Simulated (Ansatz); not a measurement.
Candidates (primitive cells; geometry: cell and atoms relaxed with PBEsol):
A. PbF$_{2}$ (Fm-3m), a = b = c = 4.171 Å, α = β = γ = 60.00°
B. Na2Te (Fm-3m), a = b = c = 5.124 Å, α = β = γ = 60.00°
C. K2Te (Fm-3m), a = 5.7209 Å, b = 5.7209 Å, c = 5.7209 Å, α = 60.00°, β = 60.00°, γ = 60.00°

Q: Put the candidates in order of electron conductivity mass, highest first, for PBEsol with spin-orbit coupling, rigid bands (Ansatz, a quantum-chemistry and plane-wave program).

A: A (0.78 mₑ), C (0.30 mₑ), B (0.22 mₑ)

Masses are for dilute carriers at 300 K, harmonic means over directions unless an axis is named.

Formula and space group known from diffraction (Crystallography Open Database), not checked to be the room-temperature form: K2Te (Fm-3m), Na2Te (Fm-3m), PbF2 (Fm-3m).
